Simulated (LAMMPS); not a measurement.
LAMMPS 22 Jul 2025, classical MD, SNAP (Ni_Zuo_JPCA2020.snapcoeff): Ni, 2048 atoms.

```
Property                                                                                                              Result
-----------------------------------------------  ---------------------------------------------------------------------------
task                                                                                                                 MD, nve
potential                                                          SNAP, Ni_Zuo_JPCA2020.snapcoeff Ni_Zuo_JPCA2020.snapparam
copies of the repeat unit                                                                                              8×8×8
shape (slab and sphere leave vacuum in the box)                                                                         slab
temperature                                                                                                            800 K
steps                                                                                                                    300
timestep                                                                                                                1 fs
neighbor skin                                                                                                            2 Å
neigh_modify                                                                                       every 1 delay 0 check yes
thermo                                                                                                                   100
newton                                                                                                          on (default)
atom_modify sort (bins of 2 Å where set)                                                                      1000 (default)
box                                              28.2 × 28.2 × 84.6 Å, the slab in its lowest third along z, the rest vacuum
start                                                                        generated fcc lattice, warmed in an untimed run
compared values                                                      energy and forces of the first step, drift over the run
```

Hardware: Arm Neoverse V2, 96 cores on 1 socket, no SMT, 1 L3 cache group.

Times are wall-clock medians of two to five runs, from launch to exit, with nothing else on the machine. Processes are pinned to neighbouring cores unless said otherwise. The times hold for this build (PyPI wheel: MPICH, OPENMP and OPT packages). Scratch files lie in a memory file system. A preparatory run goes ahead and isn't timed.

All on 64 ranks. Base settings, kept where nothing else is said: processors = * * * (default), comm = brick (default), balance = none (default). The candidates, on 64 cores each, agree within 1.0 meV/atom in energy, 10 meV/Å in forces on 48 atoms, 0.20 meV an atom in drift of the total energy:
A. processors = 64 1 1
B. processors = 8 8 1
C. comm = tiled, balance = fix b all balance 200 1.1 rcb
D. the base settings

### Question
Pick the fastest of these ways to run it.

### Answer
B and C, at 1.8 s, level within 8 % or the scatter of repeats. At the other end D takes 2.1× as long.

```tsv
candidate	wall time	repeats	neighbour list builds
B	1.8 s	3 runs within 1 %	0
C	1.8 s	3 runs within 1 %	1
A	3.1 s	3 runs within 1 %	0
D	3.8 s	3 runs within 1 %	0
```

From the slowest to the fastest: The largest move is in other (Other): 1.7 s to 0.059 s. The slowest rank's pair time is 3.10 times the mean in the first run and 1.19 times in the second; the others wait. What the program resolved moves too: grid of ranks from 2 by 4 by 8 to 8 by 8 by 1.
